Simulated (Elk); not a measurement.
# Input and output of a self-consistent single point for Lu (P6_3/mmc, 2 atoms in the cell) (Elk)

Level of theory: PBE, all-electron FP-LAPW, Elk's shipped species files, APW+lo basis with extra local orbitals run with Elk.

This input was run:

```
tasks
  0

xctype
  20

tforce
  .true.

rgkmax
  7.5

gmaxvr
  18.0

lmaxapw
  10

lmaxo
  8

nxlo
  2

lorbcnd
  .true.

lradstp
  2

nrmtscf
  2.0

lmaxi
  4

stype
  0

swidth
  0.00734986

maxscl
  100

scale
  6.614041433

avec
    0.5000000000   -0.8660254038    0.0000000000
    0.5000000000    0.8660254038    0.0000000000
    0.0000000000    0.0000000000    1.5857142866

atoms
  1
  'Lu.in'
  2
  0.3333333333  0.6666666667  0.2500000000    0.0 0.0 0.0
  0.6666666667  0.3333333333  0.7500000000    0.0 0.0 0.0

ngridk
  10 10 6
```

Log, with long lists cut:

```
│ Elk code version 10.2.4 │

All units are atomic (Hartree, Bohr, etc.)

│ Ground-state run starting from atomic densities │

Lattice vectors :
   3.307020716      -5.727927903       0.000000000
   3.307020716       5.727927903       0.000000000
   0.000000000       0.000000000       10.48797999

Unit cell volume      :    397.3345260
Brillouin zone volume :   0.6242855761

Muffin-tin inner radius fraction :   0.1000000000E-01

Nuclei treated as point charges

Species :    1 (Lu)
 parameters loaded from : Lu.in
 name : lutetium
 nuclear charge    :   -71.00000000
 electronic charge :    71.00000000
 atomic mass :    318945.3295
 muffin-tin radius :    2.800000000
 number of radial points in muffin-tin :   1399
 atomic positions (lattice), magnetic fields (Cartesian) :
   1 :   0.33333333  0.16666667  0.25000000    0.00000000  0.00000000  0.00000000
   2 :  -0.33333333 -0.16666667 -0.25000000    0.00000000  0.00000000  0.00000000

Total number of atoms per unit cell :    2

Spin treatment :
 spin-unpolarised

Number of Bravais lattice symmetries :   24
Number of crystal symmetries         :   24
Crystal has inversion symmetry
Real symmetric eigensolver will be used

k-point grid :     10    10     6
k-point offset :    0.000000000       0.000000000       0.000000000
k-point set is reduced with full crystal symmetry group
Total number of k-points :       56

Muffin-tin radius times maximum |G+k| :    7.500000000
 using average radius
Maximum |G+k| for APW functions       :    2.678571429
Maximum (1/2)|G+k|²                   :    3.587372449
Maximum |G| for potential and density :    18.00000000
 potential will be trimmed for |G| > 2 gkmax
Constant for pseudocharge density :   13
Radial integration step length :    2

G-vector grid sizes :     40    40    63
Number of G-vectors :    39079

Maximum angular momentum used for
 APW functions                      :   10
 outer part of muffin-tin           :    8
 inner part of muffin-tin           :    4

Total nuclear charge    :   -142.0000000
Total core charge       :    92.00000000
Total valence charge    :    50.00000000
Total excess charge     :    0.000000000
Total electronic charge :    142.0000000

Effective Wigner radius, rₛ :   0.8741644016

Number of empty states         :    8
Total number of valence states :   33
Total number of core states    :   92

Conduction state local-orbitals added automatically
Total number of local-orbitals :  256

Exchange-correlation functional :     20     0     0
 Perdew-Burke-Ernzerhof, Phys. Rev. Lett. 77, 3865 (1996)
 gradient requirement :    1
 generalised gradient approximation (GGA)

Smearing type :    0
 Gaussian
Smearing width :   0.7349860000E-02
Effective electronic temperature (K) :    2320.902224

Mixing type :    3
 Broyden mixing, J. Phys. A: Math. Gen. 17, L317 (1984)

Kohn-Sham potential initialised from atomic data

│ Self-consistent loop started │
│ Loop number : 1 │
 total energy                :     -29155.4484929
│ Loop number : 2 │
 total energy                :     -29156.0048519
RMS change in Kohn-Sham potential (target) :   0.1133522268     (  0.1000000000E-05)
Absolute change in total energy (target)   :   0.5563590822     (  0.1000000000E-03)
│ Loop number : 3 │
 total energy                :     -29156.4192919
RMS change in Kohn-Sham potential (target) :   0.1088850947     (  0.1000000000E-05)
Absolute change in total energy (target)   :   0.5535297083     (  0.1000000000E-03)
│ Loop number : 4 │
 total energy                :     -29158.2734719
RMS change in Kohn-Sham potential (target) :   0.7007563227E-01 (  0.1000000000E-05)
Absolute change in total energy (target)   :    1.992562495     (  0.1000000000E-03)
│ Loop number : 5 │
 total energy                :     -29160.5462313
RMS change in Kohn-Sham potential (target) :   0.2664532095E-01 (  0.1000000000E-05)
Absolute change in total energy (target)   :    2.770899969     (  0.1000000000E-03)
│ Loop number : 6 │
 total energy                :     -29161.8120238
RMS change in Kohn-Sham potential (target) :   0.7202295456E-02 (  0.1000000000E-05)
Absolute change in total energy (target)   :    1.958517463     (  0.1000000000E-03)
│ Loop number : 7 │
 total energy                :     -29162.3161080
RMS change in Kohn-Sham potential (target) :   0.3719312125E-03 (  0.1000000000E-05)
Absolute change in total energy (target)   :   0.9937136202     (  0.1000000000E-03)
│ Loop number : 8 │
 total energy                :     -29162.3695727
RMS change in Kohn-Sham potential (target) :   0.1004490077E-03 (  0.1000000000E-05)
Absolute change in total energy (target)   :   0.3018930408     (  0.1000000000E-03)
│ Loop number : 9 │
 total energy                :     -29162.3633917
RMS change in Kohn-Sham potential (target) :   0.4299542478E-04 (  0.1000000000E-05)
Absolute change in total energy (target)   :   0.6929235630E-01 (  0.1000000000E-03)
│ Loop number : 10 │
 total energy                :     -29162.3534721
RMS change in Kohn-Sham potential (target) :   0.1044665589E-04 (  0.1000000000E-05)
Absolute change in total energy (target)   :   0.7403389784E-02 (  0.1000000000E-03)
│ Loop number : 11 │
 total energy                :     -29162.3504514
RMS change in Kohn-Sham potential (target) :   0.1485984782E-04 (  0.1000000000E-05)
Absolute change in total energy (target)   :   0.1169837829E-02 (  0.1000000000E-03)
│ Loop number : 12 │
 total energy                :     -29162.3510942
RMS change in Kohn-Sham potential (target) :   0.8736119156E-05 (  0.1000000000E-05)
Absolute change in total energy (target)   :   0.3504254564E-03 (  0.1000000000E-03)
│ Loop number : 13 │
 total energy                :     -29162.3521340
RMS change in Kohn-Sham potential (target) :   0.1377169806E-05 (  0.1000000000E-05)
Absolute change in total energy (target)   :   0.1127375777E-02 (  0.1000000000E-03)
│ Loop number : 14 │
 total energy                :     -29162.3523411
RMS change in Kohn-Sham potential (target) :   0.6403117773E-07 (  0.1000000000E-05)
Absolute change in total energy (target)   :   0.4888961921E-03 (  0.1000000000E-03)
│ Loop number : 15 │
 total energy                :     -29162.3523485
RMS change in Kohn-Sham potential (target) :   0.3900538865E-07 (  0.1000000000E-05)
Absolute change in total energy (target)   :   0.1297006165E-03 (  0.1000000000E-03)
│ Loop number : 16 │
 total energy                :     -29162.3523560
RMS change in Kohn-Sham potential (target) :   0.1278260228E-07 (  0.1000000000E-05)
Absolute change in total energy (target)   :   0.3986268712E-04 (  0.1000000000E-03)
Convergence targets achieved

│ Loop number : 17 │

Energies :
 Fermi                       :     0.234453358691
 sum of eigenvalues          :     -17834.6840329
 electron kinetic            :      32509.3567788
 core electron kinetic       :      31526.2587290
 Coulomb                     :     -61067.0879172
 Coulomb potential           :     -49553.2423657
 nuclear-nuclear             :     -2051.58870336
 electron-nuclear            :     -68477.7560620
 Hartree                     :      9462.25684813
 Madelung                    :     -36290.4667343
 xc potential                :     -790.798446013
 exchange                    :     -596.151019057
 correlation                 :     -8.47019937749
 total energy                :     -29162.3523568

Density of states at Fermi energy :    97.07777428
 (states/Hartree/unit cell)

Estimated indirect band gap :   0.9460372812E-03
 from k-point      3 to k-point     38
Estimated direct band gap   :   0.7284900351E-02
 at k-point     39

Charges :
 core                        :    92.00000000
 valence                     :    50.00000000
 interstitial                :    3.604688325
 muffin-tins (core leakage)
  species :    1 (Lu)
   atom    1                 :    69.19765584     (  0.6330539435E-06)
   atom    2                 :    69.19765584     (  0.6330539435E-06)
 total in muffin-tins        :    138.3953117
 total calculated charge     :    141.9999433
 total charge                :    142.0000000
 error                       :   0.5671715374E-04

│ Self-consistent loop stopped │

Forces :
 species :    1 (Lu)
  atom :    1
   Hellmann-Feynman          :     0.00000000   -0.00000000    0.00000000
   IBS                       :    -0.00000000    0.00000000    0.00000000
   total force               :     0.00000000   -0.00000000    0.00000000
   total magnitude           :     0.00000000
  atom :    2
   Hellmann-Feynman          :     0.00000000   -0.00000000    0.00000000
   IBS                       :    -0.00000000    0.00000000   -0.00000000
   total force               :    -0.00000000    0.00000000    0.00000000
   total magnitude           :     0.00000000
```

The run converged in 17 iterations. The count includes the last loop, which Elk runs after its targets are met.

The starting cell has typed, rounded lattice constants, without a prior relaxation at this level. Spin-orbit coupling is off. Values depend on the basis (sphere radii, cutoffs, local orbitals), which need not be converged. The log's line on a gap gives a spacing of levels on this mesh, which the program prints for metals too.

Cost on one core of a shared machine: roughly 90 s.
